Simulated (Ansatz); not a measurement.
Formation energy of the bound charge states of Li vacancy + 1 H in rock-salt LiF (start: the Li site; 1 H on the vacancy's neighbours; 64-site cell, 2×2×2 shifted sampling) against the Fermi level, Li-rich (Δμ(Li) = 0.00 eV, Δμ(H) = -0.83 eV, bounded by LiH (Fm-3m); only phases computed here count, gases as isolated molecules at 0 K). All values below come from PBE, PAW (plane waves to 420 eV; Ansatz, a first-principles code).

Details: 64-site cell; 2×2×2 shifted k-points; host gap 8.83 eV; charged states image-corrected; not converged in cell size; flagged in the runs: a strain field that reaches the edge of the cell.

Left out: charge +1 (carrier in host band states).

| E_F − E_VBM (eV) | q = 0 | q = −1 |
|---|---|---|
| 0.00 | 4.30 | 10.53 |
| 1.10 | 4.30 | 9.43 |
| 2.21 | 4.30 | 8.33 |
| 3.31 | 4.30 | 7.22 |
| 4.41 | 4.30 | 6.12 |
| 5.52 | 4.30 | 5.02 |
| 6.62 | 4.30 | 3.91 |
| 7.72 | 4.30 | 2.81 |
| 8.83 | 4.30 | 1.71 |

Crossings of the lowest lines: (0/−1) at 6.23 eV.
